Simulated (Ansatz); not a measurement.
CsCl-type NiAl: PBE at its full settings (plane-wave cutoff 520 eV, 20×20×20 k mesh, Fermi–Dirac smearing 0.05 eV, no spin polarisation, scalar-relativistic PAW data made under PBE) and at cheaper ones, in a cell of 2 atoms with Γ-centred meshes.

```csv
level and setting,equilibrium lattice constant a (Å),bulk modulus B0 (GPa)
PBE (Ansatz),2.893,159
PBE (Γ point alone) (Ansatz),2.955,132
PBE (2×2×2 k mesh) (Ansatz),2.910,163
PBE (4×4×4 k mesh) (Ansatz),2.888,162
PBE (6×6×6 k mesh) (Ansatz),2.895,159
PBE (Fermi-Dirac smearing of 0.3 eV) (Ansatz),?,?
```

Question: Some entries are withheld; supply them.

Answer: 
- PBE (Fermi-Dirac smearing of 0.3 eV) (Ansatz, a quantum-chemistry and plane-wave program), equilibrium lattice constant a (Å): 2.898
- PBE (Fermi-Dirac smearing of 0.3 eV) (Ansatz), bulk modulus B0 (GPa): 155

Largest shifts from the full settings: lattice constant a +2.14 % (PBE (Γ point alone)), against a difference of +0.38 % of the full result from the reference 2.882 Å (measured, extrapolated to 0 K, zero-point anharmonic expansion removed (Haas, Tran, Blaha 2009); as tabulated in Levämäki et al. (2014), arXiv:1402.3671); bulk modulus -17.0 % (PBE (Γ point alone)), against a difference of +1.9 % of the full result from the reference 156 GPa (measured, room temperature, no zero-point or thermal correction; as tabulated in Yamada et al. (2019), arXiv:1910.09660).

Ansatz's density-functional and Hartree–Fock values are scalar-relativistic unless marked +SOC, with PAW data made under PBE.

Run with cheap settings on purpose, which may leave them unconverged: PBE (2×2×2 k mesh), PBE (4×4×4 k mesh), PBE (6×6×6 k mesh), PBE (Fermi-Dirac smearing of 0.3 eV), PBE (Γ point alone).
